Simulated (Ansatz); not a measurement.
# BeTe (model structure, within 0.1 Å of Fm-3m, No. 225, 4 atoms in the cell)

Calculation: PBEsol in Ansatz (PAW).

Settings: plane-wave cutoff 500 eV, 12×12×6 k mesh (along the axes of the cell as run), Fermi–Dirac smearing 0.05 eV, scalar-relativistic PAW data made under PBE.

Cell (relaxed at this level):

```yaml
crystal:
  lattice:
    - [3.23475, -1.87314, -0.24162]
    - [3.23475, 1.87314, -0.24162]
    - [-1.69592, 0.00000, 6.27444]
  atoms:
    - { symbol: Be, position: [0.00000, 0.50000, 0.00000] }
    - { symbol: Be, position: [0.50000, 0.00000, 0.50000] }
    - { symbol: Te, position: [0.74935, 0.25065, 0.25000] }
    - { symbol: Te, position: [0.25065, 0.74935, 0.75000] }
```

```
Quantity  Result
--------  ------
band gap    none
```

Spin–orbit coupling is not included.

Static lattice: no zero-point or thermal effects.

The result took about 5 core-minutes (a rough figure).

A model structure was made by putting elements into a prototype or built by hand; it is no filed structure, need not be a known phase, and can be a saddle point held by its symmetry.

Ansatz is an electronic-structure program.
